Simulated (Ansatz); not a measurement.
Consider InSb in the zinc blende structure (space group F-43m, No. 216).

```cif
data_InSb
_chemical_formula_sum 'In1 Sb1'
_space_group_name_H-M_alt 'P 1'
_space_group_IT_number 1
_cell_length_a 4.60955
_cell_length_b 4.60955
_cell_length_c 4.60955
_cell_angle_alpha 60.000
_cell_angle_beta 60.000
_cell_angle_gamma 60.000
loop_
_space_group_symop_operation_xyz
  'x, y, z'
loop_
_atom_site_label
_atom_site_type_symbol
_atom_site_fract_x
_atom_site_fract_y
_atom_site_fract_z
_atom_site_occupancy
In1 In 0.00000 0.00000 0.00000 1
Sb1 Sb 0.25000 0.25000 0.25000 1
```

Level of theory: PBEsol (Ansatz, a first-principles code, PAW, no SOC).

For the base:

- Band gap: zero

It is then changed as follows: the cell is scaled by 1.0150 in all directions, atoms relaxed at fixed cell.

### Question
What happens to the energy relative to the base?

### Answer
The energy grows by 8.8 meV/atom.

### Question
How does this affect the band gap?

### Answer
The band gap stays zero.

With Sb present, leaving out spin-orbit coupling can change the band edges. The cells carry an imposed strain or load. Whether these cells are dynamically stable was not tested. The final runs are not spin-polarised. The zero or small gap of InSb can change with the level of theory.
